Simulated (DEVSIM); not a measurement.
System: Pd/HfO2/SiO2/n-Si capacitor, at 400 K.

| layer (left to right) | material | thickness (nm) | Nd (cm⁻³) |
|---|---|---|---|
| 1 | HfO2 | 22.0 | - |
| 2 | SiO2 | 0.690 | - |
| 3 | Si | 6600 | 7.5e15 |

Metal gate on the left, work function 5.2 eV. Fixed charge at the semiconductor interface 1.8e12 cm⁻² (in units of +e); no interface traps.

This is a model device: material constants are rounded textbook-type values typed into the input, and sizes, dopings and lifetimes were drawn at random. Values at 300 K; Nc and Nv go as T^1.5, mobilities as T to minus their exponent, the gap by Varshni's rule with the affinity fixed.

| parameter | HfO2 | SiO2 | Si |
|---|---|---|---|
| gap (eV) | 5.7 | 9 | 1.124 |
| affinity (eV) | 2.5 | 0.9 | 4.05 |
| permittivity | 22 | 3.9 | 11.7 |
| Nc (cm⁻³) | - | - | 2.86e19 |
| Nv (cm⁻³) | - | - | 3.1e19 |
| Varshni α (eV/K) | - | - | 0.000473 |
| Varshni β (K) | - | - | 636 |

Simulated with DEVSIM: 1D Poisson equation in equilibrium, Boltzmann statistics, complete ionisation; no quantum confinement or tunnelling. Metal contacts follow the ideal Schottky-Mott rule: no Fermi-level pinning, no interface dipoles.

The substrate doping was swept, all else fixed.

```csv
substrate doping (cm^-3),threshold voltage (band bending 2φF) (V),minimum of the low-frequency capacitance (μF/cm²),flat-band voltage (V)
3.8e14,0.07,0.0157,0.37
7.5e14,0.04,0.0182,0.39
1.5e15,0.01,0.0227,0.41
3.8e15,-0.04,0.0326,0.44
7.5e15,-0.07,0.0424,0.47
1.5e16,-0.12,0.0539,0.49
```

From the first row to the last the threshold voltage (band bending 2φF) goes from 0.07 to -0.12. From the first row to the last the minimum of the low-frequency capacitance goes from 0.0157 to 0.0539.
